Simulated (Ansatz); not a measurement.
## ZnO in the wurtzite structure (space group P6_3mc, No. 186)

Space group P6₃mc (No. 186); a = b = 3.279 Å, c = 5.294 Å, α = β = 90.00°, γ = 120.00°

| atom | site | symmetry | x | y | z |
|---|---|---|---|---|---|
| Zn | 2b | 3m. | 0.3333 | 0.6667 | 0.0015 |
| O | 2b | 3m. | 0.3333 | 0.6667 | 0.3805 |

The values are results of PBE in Ansatz (plane waves to 420 eV, PAW, scalar-relativistic without spin-orbit coupling), not measurements. Γ-centred 12×12×6 mesh, Fermi–Dirac width 0.05 eV.

| Quantity | Value |
|---|---|
| Volume per atom | 12.33 Å³ |
| Density | 5.48 g/cm³ |
| Band gap | 0.74 eV, direct at Γ |
| Electron mass | 0.14 mₑ |
| Lowest conduction-band minima above the VBM | Γ 0.74 eV |
| Total energy | -1943.423 eV/atom (σ→0; compares only within this code and set-up) |

Effective masses come from finite differences of ±0.01 Å⁻¹. Stability against distortions was not tested.

Ansatz is an electronic-structure program.
